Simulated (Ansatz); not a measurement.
The reference is BaBiO₃ (space group C2/m, No. 12).

```yaml
crystal:
  lattice:
    - [5.29332, -3.06216, 0.00000]
    - [5.29332, 3.06216, 0.00000]
    - [-3.57246, 0.00000, 5.04822]
  atoms:
    - { symbol: Ba, position: [0.75124, 0.75124, 0.26008] }
    - { symbol: Ba, position: [0.24876, 0.24876, 0.73992] }
    - { symbol: Bi, position: [0.00000, 0.00000, 0.00000] }
    - { symbol: Bi, position: [0.50000, 0.50000, 0.50000] }
    - { symbol: O, position: [0.78852, 0.30129, 0.30558] }
    - { symbol: O, position: [0.21148, 0.69871, 0.69442] }
    - { symbol: O, position: [0.69871, 0.21148, 0.69442] }
    - { symbol: O, position: [0.30129, 0.78852, 0.30558] }
    - { symbol: O, position: [0.74029, 0.74029, 0.82021] }
    - { symbol: O, position: [0.25971, 0.25971, 0.17979] }
```

Cartesian axes are those of the cell as printed.

Computed with Kohn–Sham DFT with the PBEsol functional, run in Ansatz (a program for electronic structure) with PAW and 420 eV plane waves, no spin-orbit coupling.

Strains are applied to the cell and any free atomic positions relax; under biaxial strain the out-of-plane vector relaxes too.

One change was made to it. Results:

```json
[
 {"quantity": "pressure (mean of the normal stresses, compression positive)", "base": "0.0 GPa", "after": "2.4 GPa"},
 {"quantity": "energy relative to the base (free energy F)", "base": "0 meV/atom", "after": "+7.8 meV/atom"},
 {"quantity": "shortest interatomic distance", "base": "2.135 Å", "after": "2.119 Å"}
]
```

Q: Name the change that was made.
A. biaxial strain −2.10 %, plane normal [001], relaxed out of plane
B. biaxial strain +0.43 %, plane normal [001], relaxed out of plane
C. biaxial strain +0.39 %, plane normal [001], relaxed out of plane
D. uniaxial strain ε_zz = −2.61 %

A: A, biaxial strain −2.10 %, plane normal [001], relaxed out of plane. For comparison, the pressure in the other runs: uniaxial strain ε_zz = −2.61 % gives 3.4 GPa; biaxial strain +0.43 %, plane normal [001], relaxed out of plane gives -0.5 GPa; biaxial strain +0.39 %, plane normal [001], relaxed out of plane gives -0.4 GPa.

A case with no gap was solved on a k-mesh chosen for an insulator, which is coarse for it. Whether these cells are dynamically stable was not tested. All final runs are without spin polarisation.
